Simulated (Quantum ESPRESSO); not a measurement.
A self-consistent single point of Cr3Ge (Pm-3n, 8 atoms in the cell) with Quantum ESPRESSO.

Level of theory: PBEsol, PseudoDojo standard norm-conserving (PBESOL) pseudopotentials (plane waves; Quantum ESPRESSO).

The change in words: lattice scaled by 0.98. Reference geometry:
```
Cr3Ge
1.0
    4.54985     0.00000     0.00000
    0.00000     4.54985     0.00000
    0.00000     0.00000     4.54985
Cr Ge
6 2
Direct
  0.25000   0.00000   0.50000
  0.75000   0.00000   0.50000
  0.50000   0.75000   0.00000
  0.50000   0.25000   0.00000
  0.00000   0.50000   0.75000
  0.00000   0.50000   0.25000
  0.00000   0.00000   0.00000
  0.50000   0.50000   0.50000
```

Reference input (self-consistent single point, DFT, PBEsol, plane waves, PseudoDojo standard norm-conserving (PBESOL) pseudopotentials): ecutwfc = 95 Ry; occupations = smearing; smearing = gauss; degauss = 0.019992 Ry; potentials = {Cr: Cr.upf, Ge: Ge.upf}; K_POINTS = automatic 5 5 5 0 0 0; conv_thr = 1e-10 Ry; mixing_beta = 0.3. This run's input differs from it in these lines:

```diff
@@ -10,3 +10,3 @@
   ibrav = 1,
-  A = 4.5498450000,
+  A = 4.4588480000,
   nat = 8,
@@ -26,10 +26,10 @@
 ATOMIC_POSITIONS bohr
-Cr    2.1494902399    0.0000000000    4.2989804797
-Cr    6.4484707196    0.0000000000    4.2989804797
-Cr    4.2989804797    6.4484707196    0.0000000000
-Cr    4.2989804797    2.1494902399    0.0000000000
-Cr    0.0000000000    4.2989804797    6.4484707196
-Cr    0.0000000000    4.2989804797    2.1494902399
+Cr    2.1065003878    0.0000000000    4.2130007757
+Cr    6.3195011635    0.0000000000    4.2130007757
+Cr    4.2130007757    6.3195011635    0.0000000000
+Cr    4.2130007757    2.1065003878    0.0000000000
+Cr    0.0000000000    4.2130007757    6.3195011635
+Cr    0.0000000000    4.2130007757    2.1065003878
 Ge    0.0000000000    0.0000000000    0.0000000000
-Ge    4.2989804797    4.2989804797    4.2989804797
+Ge    4.2130007757    4.2130007757    4.2130007757
 K_POINTS automatic
```

The program printed (abridged):

```
     Self-consistent Calculation

     iteration #  1     ecut=    95.00 Ry     beta= 0.30

---- Real-time Memory Report at c_bands before calling an iterative solver
           203 MiB given to the printing process from OS
           160 MiB allocation reported by mallinfo(arena+hblkhd)
------------------

     total energy              =   -1423.58186524 Ry
     estimated scf accuracy    <       1.80422751 Ry

     iteration #  2     ecut=    95.00 Ry     beta= 0.30

---- Real-time Memory Report at c_bands before calling an iterative solver
           233 MiB given to the printing process from OS
   [... lines left out ...]

---- Real-time Memory Report at c_bands before calling an iterative solver
           254 MiB given to the printing process from OS
           223 MiB allocation reported by mallinfo(arena+hblkhd)
------------------

     total energy              =   -1423.72920136 Ry
     estimated scf accuracy    <          4.3E-10 Ry

     iteration # 16     ecut=    95.00 Ry     beta= 0.30

---- Real-time Memory Report at c_bands before calling an iterative solver
           254 MiB given to the printing process from OS
           223 MiB allocation reported by mallinfo(arena+hblkhd)
------------------
     End of self-consistent calculation

     the Fermi energy is    21.1478 ev

!    total energy              =   -1423.72920136 Ry
     estimated scf accuracy    <          4.6E-11 Ry
     smearing contrib. (-TS)   =      -0.01442034 Ry
     internal energy E=F+TS    =   -1423.71478101 Ry

     convergence has been achieved in  16 iterations

     Forces acting on atoms (cartesian axes, Ry/au):

     atom    1 type  1   force =     0.00000000    0.00000000    0.00000000
   [... zero for the other atoms too ...]

     Total force =     0.000000     Total SCF correction =     0.000000

          total   stress  (Ry/bohr**3)                   (kbar)     P=      133.98
   0.00091077   0.00000000   0.00000000          133.98        0.00        0.00
   0.00000000   0.00091077   0.00000000            0.00      133.98        0.00
   0.00000000   0.00000000   0.00091077            0.00        0.00      133.98

   JOB DONE.
```

The run converged in 16 iterations. Against the reference run the free energy goes up by 20.5 meV/atom and the pressure goes from -3.11 to 13.40 GPa.

The starting cell comes from a database of computed structures (which also holds hypothetical and non-ambient phases and stackings), without a prior relaxation at this level. Its lattice was rescaled by a random factor within 2.5 % of one. For this run, on top of that: lattice scaled by 0.98. Spin polarisation is off. With a pressure of about 13 GPa the cell is away from its equilibrium volume at this level.

Cost on one core of a shared machine: roughly 3 min.
